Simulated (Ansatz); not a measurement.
The slab is Si(111) 1x1 surface, 6 top atoms, 3 bilayers, bottom bilayer H-capped and fixed, every top atom capped by Cl; cell 11.5 x 6.6 Å; about 7 Å thick over the host's atoms, 18 atoms held. Calculation: PBE-D3(BJ) (plane waves to 420 eV, PAW; Ansatz, a program for electronic structure). Sampling: 1x2x1 k points. The slab states were run without spin polarisation. Slab thickness, cell and mesh are as stated and are not converged limits. Energies are static: no zero-point or thermal part. Each state was relaxed from one prepared geometry.

One TMA a cell is brought to Si(111):Cl. Relaxed result near the molecule:

```
atom    x (Å)  y (Å)   z (Å)
------  -----  -----  ------
Cl(15)  1.917  3.360  11.586
Cl(30)  3.839  0.040  11.588
Cl(31)  5.748  3.382  11.571
Cl(46)  7.663  0.042  11.587
Cl(47)  9.583  3.361  11.586
Al(a0)  5.766  2.807  14.815
C(a1)   4.043  1.861  14.766
H(a2)   4.153  0.774  14.658
H(a3)   3.468  2.049  15.686
H(a4)   3.418  2.222  13.934
C(a5)   5.772  4.772  14.980
H(a6)   4.852  5.160  15.441
H(a7)   6.627  5.139  15.567
H(a8)   5.851  5.245  13.987
C(a9)   7.484  1.852  14.776
H(a10)  8.041  2.014  15.713
H(a11)  7.368  0.768  14.644
H(a12)  8.130  2.227  13.967
```

What is the adsorption energy against the free TMA and the slab before, and how much of it is dispersion?

-0.38 eV (negative: bound); the D3 term gives -0.39 eV of it. Its closest contacts to the rest of the cell: H(a4)...Cl(15) 3.01 Å, H(a12)...Cl(47) 3.01 Å, H(a8)...Cl(31) 3.05 Å.

Here TMA is trimethylaluminium monomer, Al(CH3)3.
